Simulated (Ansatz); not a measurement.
Consider the following.

End structure of a constructed model of the (111) surface of fcc Al, a pseudomorphic layer of Ag in the host's stacking (bottom of the slab: a bare face, its two planes held):

```yaml
crystal:
  lattice:
    - [2.85810, 0.00000, 0.00000]
    - [-1.42905, 2.47518, 0.00000]
    - [0.00000, 0.00000, 30.00000]
  atoms:
    - { symbol: Al, position: [0.33333, 0.66667, 0.26824] }
    - { symbol: Al, position: [0.66667, 0.33333, 0.34603] }
    - { symbol: Al, position: [0.00000, 0.00000, 0.42396] }
    - { symbol: Al, position: [0.33333, 0.66667, 0.50237] }
    - { symbol: Al, position: [0.66667, 0.33333, 0.58054] }
    - { symbol: Al, position: [0.00000, 0.00000, 0.65778] }
    - { symbol: Ag, position: [0.33333, 0.66667, 0.73348] }
```

Set-up: 7 atoms, 13.9 Å thick at the start with caps and adatoms (thin: gaps and levels are the slab's own); mesh 15x15x1; 0.1 eV smearing; dipole correction on; single point; on the structure that PBE left under its start's symmetry; no spin, no spin-orbit, no U. In PBE it is, or lies within 0.01 eV a 1x1 cell of, the lowest of the 2 structures of its composition computed so far; subsurface sites and larger cells were not tried.

### Question
Give the work function of the top face at the level r2SCAN, at the PBE geometry (Ansatz, an electronic-structure program).

### Answer
4.56 eV
